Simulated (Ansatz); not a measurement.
The reference is Ga2O3 in the corundum structure (space group R-3c, No. 167; a = 4.9845 Å, c = 13.4410 Å (hexagonal axes)). Axes: x lies along a and z along c of the hexagonal cell.

Method: Ansatz (a quantum-chemistry and plane-wave program) r2SCAN, spin-orbit coupling left out, earlier PAW set.

Strains are applied to the cell and any free atomic positions relax; under stress the whole cell relaxes.

One change was made to it. Results:

| quantity | base | after |
|---|---|---|
| energy relative to the base (free energy F) | 0 meV/atom | +0.4 meV/atom |
| band gap | 3.57 eV | 3.53 eV |

Problem. What was done to the base?
A. isotropic strain −1.21 %
B. strain tensor (xx, yy, zz, yz, xz, xy) = (−0.99, +0.22, −2.63, −0.15, +0.14, +0.08) %
C. isotropic strain −0.42 %
D. uniaxial stress, 2 GPa tension along z

Solution. D, uniaxial stress, 2 GPa tension along z. For comparison, the band gap in the other runs: isotropic strain −0.42 % gives 3.71 eV; strain tensor (xx, yy, zz, yz, xz, xy) = (−0.99, +0.22, −2.63, −0.15, +0.14, +0.08) % gives 3.91 eV; isotropic strain −1.21 % gives 3.98 eV.

Stability under load was not tested beyond the relaxation.
